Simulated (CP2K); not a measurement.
Band structure of HfO₂ (P4_2/nmc, 6 atoms in the cell).

```xyz
6
Lattice="3.5335 0.0000 0.0000 0.0000 3.5335 0.0000 0.0000 0.0000 5.1362" Properties=species:S:1:pos:R:3 pbc="T T T"
Hf     1.7667     1.7667     2.5681
Hf     0.0000     0.0000     0.0000
O      0.0000     1.7667     3.5810
O      0.0000     1.7667     1.0129
O      1.7667     0.0000     4.1233
O      1.7667     0.0000     1.5552
```

Method: PBE, GPW, DZVP-MOLOPT-SR-GTH basis, GTH-PBE potentials (GTH_POTENTIALS) (CP2K 2026.2).

Settings: CUTOFF = 500 Ry; REL_CUTOFF = 60 Ry; SMEAR/METHOD = FERMI_DIRAC; ELECTRONIC_TEMPERATURE = 116.05 K; KPOINTS/SCHEME = MONKHORST-PACK 8 8 5; GAMMA_CENTERED = T; XC_FUNCTIONAL = PBE; Hf/BASIS_SET = DZVP-MOLOPT-SR-GTH-q12; Hf/POTENTIAL = GTH-PBE-q12; O/BASIS_SET = DZVP-MOLOPT-SR-GTH-q6; O/POTENTIAL = GTH-PBE-q6; METHOD = GPW; EPS_DEFAULT = 1e-11; EXTRAPOLATION = USE_GUESS.

The starting cell comes from a database of computed structures (which also holds hypothetical and non-ambient phases and stackings), without a prior relaxation at this level. Its lattice was rescaled by a random factor within 2.5 % of one. Spin-orbit coupling is off. Values carry the incompleteness of an atom-centred basis.

Q: Predict the gap along the standard path and the places of the band edges.

A: The gap along the path is 4.85 eV, from Z to Γ; the smallest direct gap on it is 4.93 eV.

Levels in eV from the top of the valence band on the SCF mesh, bands 21 to 25:
| point | 21 | 22 | 23 | 24 | 25 |
|---|---|---|---|---|---|
| Γ | -0.74 | -0.12 | -0.08 | -0.08 | 4.85 |
| X | -1.49 | -1.49 | -0.12 | -0.12 | 5.32 |
| M | -0.82 | -0.82 | -0.59 | -0.59 | 6.04 |
| Z | -0.63 | -0.63 | 0.01 | 0.01 | 5.52 |
| R | -1.43 | -1.43 | -0.96 | -0.96 | 5.42 |
| A | -1.46 | -1.46 | -0.09 | -0.09 | 6.14 |

Higher empty bands are left out: an atom-centred basis made for the valence describes them poorly.
